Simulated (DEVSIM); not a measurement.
System: illuminated Si n-on-p cell, one wavelength, at 300 K.

Layer 1 from the left is Si, thickness (μm) 0.230, Nd (cm⁻³) 6.6e18, τn (s) 3.6e-7, τp (s) 1.6e-7, absorption coefficient (cm⁻¹) 4400. Layer 2 from the left is Si, thickness (μm) 200, Na (cm⁻³) 2.8e15, τn (s) 1e-6, τp (s) 1e-6, absorption coefficient (cm⁻¹) 4400.

Left contact: ohmic, minority hole recombination velocity 600 cm/s. Right contact: ohmic, minority electron recombination velocity 4e5 cm/s. Voltage is applied to the left contact. Recombination: SRH at mid-gap, radiative, Auger. Light enters at the left, 8.9e18 photons cm⁻² s⁻¹, one pass, no reflection. Mobility is μmin + (μ − μmin)/(1 + (N/Nref)^α).

Constants are typed, rounded textbook-type inputs, not results; the design itself was drawn at random and stands for no fabricated device. Values at 300 K.

Si: gap (eV) 1.124, affinity (eV) 4.05, permittivity 11.7, Nc (cm⁻³) 2.86e19, Nv (cm⁻³) 3.1e19, μn (cm²/Vs) 1417, μp (cm²/Vs) 470, μn,min 52, μp,min 45, Nref,n 9.7e16, Nref,p 2.2e17, αn 0.68, αp 0.72, B (cm³/s) 4.7e-15, Cn (cm⁶/s) 2.8e-31, Cp (cm⁶/s) 9.9e-32.

Simulated with DEVSIM: 1D drift-diffusion, Boltzmann statistics, complete ionisation; no tunnelling, impact ionisation, image-force lowering or self-heating.

Q: What does the simulation give for the potential step across the device at zero bias, the share of generated pairs collected at short circuit, the short-circuit current?

A: potential step across the device at zero bias 0.845 V; share of generated pairs collected at short circuit 0.986; short-circuit current 1410 mA/cm².
